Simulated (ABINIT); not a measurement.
Band structure of Ir (Fm-3m, 1 atom in the cell).

```
CELL_PARAMETERS angstrom
      0.00000     1.95067     1.95067
      1.95067     0.00000     1.95067
      1.95067     1.95067     0.00000
ATOMIC_POSITIONS crystal
  Ir 0.00000 0.00000 0.00000
```

Computed with PBE, PAW (JTH v2.0 PBE PAW) (plane waves; ABINIT 10.0.3).

Settings: pseudos = [Ir.GGA_PBE-JTH.xml]; ecut = 20 Ha; pawecutdg = 40 Ha; pawxcdev = 0; occopt = 7; tsmear = 0.136 eV; ngkpt = 14 14 14; nshiftk = 1; shiftk = 0 0 0; potentials = JTH v2.0 PBE PAW; kptopt = 1; nstep = 50; tolvrs1 = 1e-12.

The starting cell comes from a database of computed structures (which also holds hypothetical and non-ambient phases and stackings), without a prior relaxation at this level. Its lattice was rescaled by a random factor within 2.5 % of one. Spin-orbit coupling is off. Spin polarisation is off.

Levels in eV from the Fermi level, bands 4 to 11:
```tsv
point	4	5	6	7	8	9	10	11
Γ	-10.55	-3.52	-3.52	-3.52	-1.02	-1.02	5.49	13.89
X	-7.30	-6.75	0.89	1.45	1.45	1.75	5.47	9.95
W	-5.74	-4.46	-4.46	-1.58	1.46	5.48	7.80	8.78
K	-6.38	-5.50	-2.61	-0.73	0.66	5.46	6.12	7.42
L	-7.53	-3.61	-3.61	-0.58	0.92	0.92	5.47	6.88
U	-6.38	-5.50	-2.61	-0.73	0.66	5.46	6.12	7.42
```

Bands cross the Fermi level along this path, so the cell is metallic at this level.
